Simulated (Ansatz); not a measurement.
Take Al₂Os (space group I4/mmm, No. 139; a = 3.1558 Å, c = 8.2963 Å; a cell from a computed database, its experimental status unchecked) as the base. Axes: x, y, z lie along a, b, c of the conventional cell.

Now apply this change: the symmetric strain tensor [0.0015 0.0060 -0.0032; 0.0060 -0.0005 -0.0126; -0.0032 -0.0126 -0.0141]; the atoms relax in the strained cell.

Levels (all Ansatz, a quantum-chemistry and plane-wave program, PAW): PBEsol (420 eV, scalar-relativistic without spin-orbit coupling); r2SCAN (500 eV, without spin-orbit coupling); HSE06 (420 eV, no spin-orbit coupling).

One geometry, relaxed with PBEsol, under each level:

```tsv
level	band gap	lowest conduction level above the VBM at special points	pressure
PBEsol	0.20 eV	V₂ 0.72 eV; R₂ 0.72 eV; T₂ 0.87 eV; Y 0.87 eV	2.96 GPa
r2SCAN	(withheld)	(withheld)	(withheld)
HSE06	0.90 eV	V₂ 1.65 eV; R₂ 1.65 eV; T₂ 1.79 eV; Γ 4.15 eV	–
```

**Question.** Give the withheld r2SCAN results.

**Answer.** 
- r2SCAN, band gap: 0.39 eV
- r2SCAN, lowest conduction level above the VBM at special points: V₂ 1.00 eV; R₂ 1.00 eV; T₂ 1.13 eV; Y 1.14 eV
- r2SCAN, pressure: 3.52 GPa

Single points use the geometry relaxed with PBEsol. Their cutoffs differ, which shifts pressures a little. HSE06 was sampled on its mesh, a few special points and the semilocal edge points, so its gap is an upper bound. With Os present, leaving out spin-orbit coupling can change the band edges. Stability against distortions was not tested. Labels are those of the standard path for the cell's own space group.
